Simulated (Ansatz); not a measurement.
Data:

```xyz
8
Lattice="1.4208 0.8203 9.3240 -1.4208 0.8203 9.3240 0.0000 -1.6406 9.3240" Properties=species:S:1:pos:R:3 pbc="T T T"
N      0.0000     0.0000    26.2647
N      0.0000     0.0000     4.9783
N      0.0000     0.0000    12.2608
N      0.0000     0.0000    19.5382
Al     0.0000     0.0000     0.1449
Al     0.0000     0.0000     6.8623
B      0.0000     0.0000    13.7900
B      0.0000     0.0000    21.0558
```

No spin polarisation.

Level of theory: Ansatz (an electronic-structure program), PBEsol, PAW, cutoff 420 eV, no SOC. Settings: 13×13×13 k-points, 0.05 eV Fermi–Dirac smearing.

Question: Predict the gap character (in this cell's own zone, which can be folded).

Answer: Indirect, Γ → F.

Question: What valence-band top at Γ (three highest levels, from the VBM) does the calculation give?

Answer: 0.00, 0.00, -0.54 eV.

Question: Predict the band gap.

Answer: 2.78 eV.

These are small ordered cells, not random alloys; other orderings at the same x differ. Stability against distortions was not tested. The cell was made from BN by this change: x(Al) = 0.5, 8 atoms, R3m.
